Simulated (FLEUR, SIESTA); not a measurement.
A FLEUR input for a self-consistent single point of SrAlGeH (P3m1, 4 atoms in the cell) (DFT, PBEsol, all-electron FLAPW (FLEUR), scalar-relativistic valence):

Input of the input generator:

```
SrAlGeH
&input film=f /
1.0000000000 -0.0000000155 0.0000000000
-0.4999999866 0.8660254115 0.0000000000
0.0000000000 0.0000000000 1.1644430853
8.0611753428
1.0 1.0 1.0

4
38 0.3333333333 0.6666666667 0.0046000000
13 -0.0000000000 0.0000000000 0.4580500000
32 0.6666666667 0.3333333333 0.5613000000
1 -0.0000000000 0.0000000000 0.1052500000

&comp jspins=1 /
&exco xctyp='PBEs' /
&kpt div1=5 div2=5 div3=4 gamma=t /
&end /
```

```xml
<?xml version="1.0" encoding="UTF-8" standalone="no"?>
<fleurInput fleurInputVersion="0.39">
   <comment>
      SrAlGeH                                                                                             
   </comment>
   <calculationSetup>
      <cutoffs Kmax="4.7" Gmax="18.8" GmaxXC="18.8" numbands="0"/>
      <scfLoop itmax="80" minDistance="0.00001" maxIterBroyd="25" imix="Anderson" alpha="0.05" precondParam="0.0" spinf="2.0"/>
      <coreElectrons ctail="T" frcor="F" kcrel="0" coretail_lmax="0"/>
      <xcFunctional name="PBEs" relativisticCorrections="F"/>
      <magnetism jspins="1"/>
      <soc l_soc="F" theta="0.0" phi="0.0" spav="F"/>
      <expertModes spex="0" secvar="F"/>
      <geometryOptimization l_f="T" forcealpha="1.0" forcemix="BFGS" epsdisp="0.00001" epsforce="0.00001"/>
      <ldaU l_linMix="F" mixParam="0.05" spinf="1.0"/>
   </calculationSetup>
   <cell>
      <bzIntegration valenceElectrons="28.0" mode="hist" fermiSmearingEnergy="0.00036749">
         <kPointListSelection listName="default-1"/>
         <!-- k-points included here -->
         <xi:include xmlns:xi="http://www.w3.org/2001/XInclude" href="kpts.xml"> </xi:include>
      </bzIntegration>
      <!-- symmetry operations included here -->
      <xi:include xmlns:xi="http://www.w3.org/2001/XInclude" href="sym.xml"> </xi:include>
      <bulkLattice scale="1.0">
         <bravaisMatrix>
            <row-1>    8.0611753428000004    -0.0000001249482178     0.0000000000000000</row-1>
            <row-2>   -4.0305875633802506     6.9811826934220242     0.0000000000000000</row-2>
            <row-3>    0.0000000000000000     0.0000000000000000     9.3867798873143187</row-3>
         </bravaisMatrix>
      </bulkLattice>
   </cell>
   <atomSpecies>
      <species name="Strontium (Sr)" element="Sr" atomicNumber="38">
         <mtSphere radius="2.68" gridPoints="925" logIncrement="0.014"/>
         <atomicCutoffs lmax="10" lnonsphr="8"/>
         <electronConfig flipSpins="F">
            <coreConfig>(1s1/2) (2s1/2) (2p1/2) (2p3/2) (3s1/2) (3p1/2) (3p3/2) (3d3/2) (3d5/2)</coreConfig>
            <valenceConfig>(4s1/2) (4p1/2) (4p3/2) (5s1/2)</valenceConfig>
         </electronConfig>
         <energyParameters s="5" p="5" d="4" f="4"/>
         <lo type="SCLO" l="0" n="4" eDeriv="0"/>
         <lo type="SCLO" l="1" n="4" eDeriv="0"/>
      </species>
      <species name="Aluminum (Al)" element="Al" atomicNumber="13">
         <mtSphere radius="1.86" gridPoints="641" logIncrement="0.018"/>
         <atomicCutoffs lmax="8" lnonsphr="6"/>
         <electronConfig flipSpins="F">
            <coreConfig>(1s1/2) (2s1/2) (2p1/2) (2p3/2)</coreConfig>
            <valenceConfig>(3s1/2) (3p1/2) (3p3/2)</valenceConfig>
            <stateOccupation state="(3p1/2)" spinUp="0.1666666666667" spinDown="0.1666666666667"/>
            <stateOccupation state="(3p3/2)" spinUp="0.3333333333333" spinDown="0.3333333333333"/>
         </electronConfig>
         <energyParameters s="3" p="3" d="3" f="4"/>
      </species>
      <species name="Germanium (Ge)" element="Ge" atomicNumber="32">
         <mtSphere radius="2.59" gridPoints="893" logIncrement="0.014"/>
         <atomicCutoffs lmax="10" lnonsphr="8"/>
         <electronConfig flipSpins="F">
            <coreConfig>(1s1/2) (2s1/2) (2p1/2) (2p3/2) (3s1/2) (3p1/2) (3p3/2)</coreConfig>
            <valenceConfig>(4s1/2) (3d3/2) (3d5/2) (4p1/2) (4p3/2)</valenceConfig>
            <stateOccupation state="(4p1/2)" spinUp="0.3333333333333" spinDown="0.3333333333333"/>
            <stateOccupation state="(4p3/2)" spinUp="0.6666666666667" spinDown="0.6666666666667"/>
         </electronConfig>
         <energyParameters s="4" p="4" d="3" f="4"/>
         <lo type="HELO" l="2" n="4" eDeriv="0"/>
      </species>
      <species name="Hydrogen (H)" element="H" atomicNumber="1">
         <mtSphere radius="1.23" gridPoints="427" logIncrement="0.02"/>
         <atomicCutoffs lmax="6" lnonsphr="4"/>
         <electronConfig flipSpins="F">
            <coreConfig></coreConfig>
            <valenceConfig>(1s1/2)</valenceConfig>
            <stateOccupation state="(1s1/2)" spinUp="0.5" spinDown="0.5"/>
         </electronConfig>
         <energyParameters s="1" p="2" d="3" f="4"/>
      </species>
   </atomSpecies>
   <atomGroups>
      <atomGroup species="Strontium (Sr)">
         <relPos label="                   1">1.000/3.000 -1.000/3.000 .0046000000</relPos>
         <force calculate="T" relaxXYZ="TTT"/>
      </atomGroup>
      <atomGroup species="Aluminum (Al)">
         <relPos label="                   2">.0000000000 .0000000000 .4580500000</relPos>
         <force calculate="T" relaxXYZ="TTT"/>
      </atomGroup>
      <atomGroup species="Germanium (Ge)">
         <relPos label="                   3">-1.000/3.000 1.000/3.000 -.4387000000</relPos>
         <force calculate="T" relaxXYZ="TTT"/>
      </atomGroup>
      <atomGroup species="Hydrogen (H)">
         <relPos label="                   4">.0000000000 .0000000000 .1052500000</relPos>
         <force calculate="T" relaxXYZ="TTT"/>
      </atomGroup>
   </atomGroups>
   <output dos="F" band="F" slice="F">
      <checks vchk="F" cdinf="F"/>
      <bandDOS minEnergy="-.5*Htr" maxEnergy="0.5*Htr" sigma="0.015" storeEVData="T"/>
      <vacuumDOS vacdos="F" integ="F" star="F" nstars="0" locx1="0.0" locy1="0.0" locx2="0.0" locy2="0.0" nstm="0" tworkf="0.0"/>
      <unfoldingBand unfoldBand="F" supercellX="1" supercellY="1" supercellZ="1"/>
      <plotting iplot="0" polar="F">
         <plot TwoD="T" vec1="  1.0  0.0  0.0" vec2="  0.0  1.0  0.0" vec3="  0.0  0.0  1.0" zero="  0.0  0.0  0.0" file="plot"/>
      </plotting>
      <chargeDensitySlicing numkpt="0" minEigenval="0.0" maxEigenval="0.0" nnne="0" pallst="F"/>
      <specialOutput eonly="F"/>
      <magneticCircularDichroism mcd="F" energyLo="-10.0" energyUp="0.0"/>
   </output>
  <!-- We include the file relax.xml here to enable relaxations (see documentation) -->
  <xi:include xmlns:xi="http://www.w3.org/2001/XInclude" href="relax.xml"> <xi:fallback/> </xi:include>
</fleurInput>
```

**Question.** Write the same calculation as an input for SIESTA.

**Answer.** One input that does it (others would too):

```
# files in the folder: Sr.psml Al.psml Ge.psml H.psml (PseudoDojo PBEsol standard)
SystemName  SrAlGeH
SystemLabel SrAlGeH

NumberOfAtoms                4
NumberOfSpecies              4
%block ChemicalSpeciesLabel
  1 38 Sr
  2 13 Al
  3 32 Ge
  4 1 H
%endblock ChemicalSpeciesLabel
LatticeConstant              1.0 Bohr
%block LatticeVectors
     8.061174805    0.000000000    0.000000000
    -4.030587403    6.981183097    0.000000000
     0.000000000    0.000000000    9.386779887
%endblock LatticeVectors
AtomicCoordinatesFormat      Fractional
%block AtomicCoordinatesAndAtomicSpecies
     0.333333000    0.666667000    0.004600000  1
     0.000000000    0.000000000    0.458050000  2
     0.666667000    0.333333000    0.561300000  3
     0.000000000    0.000000000    0.105250000  4
%endblock AtomicCoordinatesAndAtomicSpecies

XC.functional                GGA
XC.authors                   PBEsol
PAO.BasisSize                DZP
PAO.EnergyShift              0.01 Ry
MeshCutoff                   400 Ry
%block kgrid.MonkhorstPack
    5   0   0  0.0
    0   5   0  0.0
    0   0   4  0.0
%endblock kgrid.MonkhorstPack
OccupationFunction           FD
ElectronicTemperature        116.05 K

MaxSCFIterations             150
SCF.Mixer.Method             Pulay
SCF.Mixer.Weight             0.25
SCF.Mixer.History            6
SCF.DM.Tolerance             1.0E-05
Diag.ParallelOverK           true
WriteForces                  true
```

Basis settings and potentials, where a program has them, do not carry over. This input uses DFT, GGA PBEsol, numerical atomic orbitals DZP, PseudoDojo PBEsol standard norm-conserving potentials (rewritten from UPF to PSML).

The starting cell comes from a database of computed structures (which also holds hypothetical and non-ambient phases and stackings), without a prior relaxation at this level.
